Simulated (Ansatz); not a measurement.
Worked calculations on one periodic cell of amorphous Al₂₈O₄₅Ga₂: Al28O45Ga2, 75 atoms, volume 824.3 Å³, made by a melt-quench on the CHGNet potential and relaxed with DFT. O atoms were pushed apart under 1.9 Å during the dynamics, to hinder bonds among them. It is a model cell: composition and starting density were chosen by hand, and all elements were melted together. Cycles of charging were run to anneal it. These are PBE, scalar-relativistic without spin-orbit coupling (plane waves to 420 eV, PAW; Ansatz, an electronic-structure program) values and carry that method's errors. Sampling: a 2×2×2 Γ-centred mesh; Fermi-Dirac width 0.02 eV; no spin polarisation. Its volume was held where the quench left it, its shape was free, and it stands at a mean pressure of 1.1 GPa with stress components up to 1.1 GPa; the relaxation ran on the zone centre alone. Its density went from a set 3.25 to 3.25 g/cm³. The cell is small and was quenched far faster than a real film, so it is one sample of the glass.

Problem. Count formal charges (Al +3, O -2, Ga +3). What does the count lead one to expect at the Fermi level, and what does the calculation give?

Solution. 28 × (+3) + 45 × (-2) + 2 × (+3) = 0. The charges balance, so the anion-derived valence states can be full and a gap can open. On this mesh the highest filled and lowest empty level lie 3.36 eV apart, the PBE gap of this cell, with a localised state at one edge or both.

Four energies for an added electron at PBE on the zone centre alone (charged cells in a uniform background, spin-polarised): neutral at the neutral geometry -48244.720 eV; charged at the neutral geometry -48236.144 eV; charged and relaxed -48236.169 eV; neutral at the charged geometry -48244.690 eV.

Problem. Find the two relaxation energies and their sum, the reorganisation energy.

Solution. On charging: -48236.144 − (-48236.169) = 0.025 eV. On discharging: -48244.690 − (-48244.720) = 0.030 eV. The sum is 0.055 eV. The carrier's level spreads over 60 of the 75 atoms' worth, more than a fifth of the atoms or a third of the atoms of its main element (six at least), and the sum is small, so it counts as a band carrier, whose relaxation energy shrinks as the cell grows. PBE's self-interaction favours spread-out carriers, so a hybrid can localise more.

Four energies for a hole at PBE on the zone centre alone (charged cells in a uniform background, spin-polarised): neutral at the neutral geometry -48244.720 eV; charged at the neutral geometry -48249.845 eV; charged and relaxed -48250.024 eV; neutral at the charged geometry -48243.791 eV.

Problem. Find the two relaxation energies and their sum, the reorganisation energy.

Solution. On charging: -48249.845 − (-48250.024) = 0.179 eV. On discharging: -48243.791 − (-48244.720) = 0.929 eV. The sum is 1.108 eV. The carrier's level spreads over 4 of the 75 atoms' worth, so it counts as localised, most on one O atom with neighbours Al 1.77 Å, Al 1.84 Å, Al 1.87 Å (neutral geometry). The values are uncorrected: the image energy of a point charge in this cell, 2.84 × 14.40 / (2 × 9.4) = 2.2 eV before screening, is screened by electrons alone at the fixed geometry and by ions too after relaxing, and the carrier can be spread before it relaxes, so each term can be off by up to that value times 1/ε∞, some tenths of an eV. PBE's self-interaction favours spread-out carriers, so a hybrid can localise more.
